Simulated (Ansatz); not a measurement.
Consider B (space group I4_132, No. 214; a = 4.633 Å; a hypothetical phase, not in the database extracts checked).

One thing is altered: an isotropic linear strain of +0.21 %, atoms relaxed at fixed cell.

Levels (all Ansatz, a program for electronic structure, PAW): PBEsol (420 eV, no spin-orbit coupling); HSE06 (420 eV, spin-orbit coupling left out).

The geometry is relaxed with PBEsol.

| Property | Value |
|---|---|
| PBEsol lowest conduction level above the VBM at special points | Γ 1.44 eV; N 2.82 eV; P 3.36 eV |

Predict the lowest conduction level above the VBM at special points from HSE06.

The lowest conduction level above the VBM at special points becomes Γ 2.48 eV; N 3.77 eV; P 4.53 eV (PBEsol: Γ 1.44 eV; N 2.82 eV; P 3.36 eV).

Single points use the geometry relaxed with PBEsol. HSE06 gaps are upper bounds (no full band path). The levels and masses belong to the bands next to the band gap. Stability against distortions was not tested.
